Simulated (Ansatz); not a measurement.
The starting structures come from a database of crystals and need not be the phases stable at ambient conditions.

By PBEsol, the system below comes out a metal.

Without scattering a metal conducts by its projected Fermi surface.

Consider the following.

```xyz
8
Lattice="4.3415 0.0000 0.0000 0.0000 5.4642 0.0000 0.0000 -2.7321 4.7321" Properties=species:S:1:pos:R:3 pbc="T T T"
Mo     3.2561     0.0000     3.1547
Mo     1.0854     2.7321     1.5774
Ru     1.0854    -1.3705     3.9460
Ru     3.2561     4.1026     0.7861
Ru     3.2561     2.7321     3.1599
Ru     1.0854     0.0000     1.5722
Ru     1.0854     1.3705     3.9460
Ru     3.2561     1.3616     0.7861
```

Space group of this cell: P6_3/mmc. The cell is taken as given; by PBEsol its mean pressure is -5.8 GPa.

The current flows along the normal of the first two printed cell vectors, the (100) plane of the conventional cell. No spin-orbit coupling; the value is a mean over 0.1 eV about the Fermi level.

### Question
State the ballistic conductance per area according to PBEsol (Ansatz, an electronic-structure program).

### Answer
0.90 × 10¹⁵ S/m² for both spins.
